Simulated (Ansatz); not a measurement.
The starting structures come from a database of crystals and need not be the phases stable at ambient conditions.

The decay constant κ of evanescent states in the gap governs leakage through a thin film.

Given:

```
Rb2Te5
1.0
    7.47849     0.00000     0.00000
    1.73013     7.27561     0.00000
    2.06666     1.63284     5.17721
Rb Te
2 5
Cartesian
  7.60243   6.00657   3.32067
  3.67285   2.90187   1.85655
  0.00000   0.00000   0.00000
  3.81521   6.11450   3.92930
  7.46007   2.79395   1.24792
  4.44402   6.61131   1.24792
  6.83126   2.29713   3.92930
```

Space group of this cell: C2/m. The cell is taken as given.

Transport runs along the normal of the first two printed cell vectors.

The gap is the functional's own, uncorrected, and κ follows it; spin-orbit coupling is left out. Mid-gap values are interpolated between the computed energies.

Problem. Estimate the band gap and the smallest decay constant κ at mid-gap that r2SCAN run with Ansatz (a quantum-chemistry and plane-wave program) returns for this system.

Solution. Gap 0.56 eV on a 6×6×6 mesh; κ = 0.080 1/Å, at (-0.250, 0.250) of the in-plane reciprocal vectors. At the zone centre, at the nearest computed energy, the slowest state has κ = 0.08 1/Å.
